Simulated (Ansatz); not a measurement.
Given:

```
CELL_PARAMETERS angstrom
      0.00000     2.81662     2.81662
      2.81662     0.00000     2.81662
      2.81662     2.81662     0.00000
ATOMIC_POSITIONS crystal
  Zn 0.00000 0.00000 0.00000
  Se 0.75000 0.75000 0.75000
```

The numbers are results of PBEsol with spin-orbit coupling, rigid bands (plane waves, PAW; Ansatz, a program for electronic structure), not measurements. How the cell was made: cell and atoms relaxed with PBEsol.

What conductivity effective mass do dilute electrons have at 300 K?

0.100 mₑ.

Predict the hole conductivity mass (n e² τ/σ) at 300 K, by direction if it differs.

0.66 mₑ.

And the band gap?

1.11 eV at this level; semilocal functionals usually fall short of the measured gap.

Rigid bands, one relaxation time for all states, no polarons.
